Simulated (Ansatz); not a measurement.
## HfO2, response to strain

Start from HfO$_{2}$ (space group P4_2/nmc, No. 137; a = 3.5675 Å, c = 5.1667 Å). Axes: x, y, z lie along a, b, c of the conventional cell.

Strains are applied to the cell and any free atomic positions relax; under stress the whole cell relaxes.

Levels (all Ansatz, an electronic-structure program, PAW, earlier PAW set): PBEsol (420 eV, no spin-orbit coupling); r2SCAN (500 eV, scalar-relativistic without spin-orbit coupling); HSE06 (420 eV, no spin-orbit coupling).

Band gaps by level, all at the geometries relaxed with PBEsol:

```json
[
 {"case": "base", "PBEsol": "4.57 eV", "r2SCAN": "5.22 eV", "HSE06": "6.34 eV"},
 {"case": "isotropic strain +2.40 %", "PBEsol": "4.43 eV", "r2SCAN": "5.06 eV", "HSE06": "6.21 eV"},
 {"case": "uniaxial stress, 8 GPa tension along z", "PBEsol": "4.61 eV", "r2SCAN": "5.27 eV", "HSE06": "6.38 eV"}
]
```

Single points use the geometry relaxed with PBEsol. HSE06 was sampled on its mesh, a few special points and the semilocal edge points, so its gap is an upper bound. With Hf present, leaving out spin-orbit coupling can change the band edges. Stability under load was not tested beyond the relaxation. This is not the structure that HfO2 has at room temperature and ambient pressure.
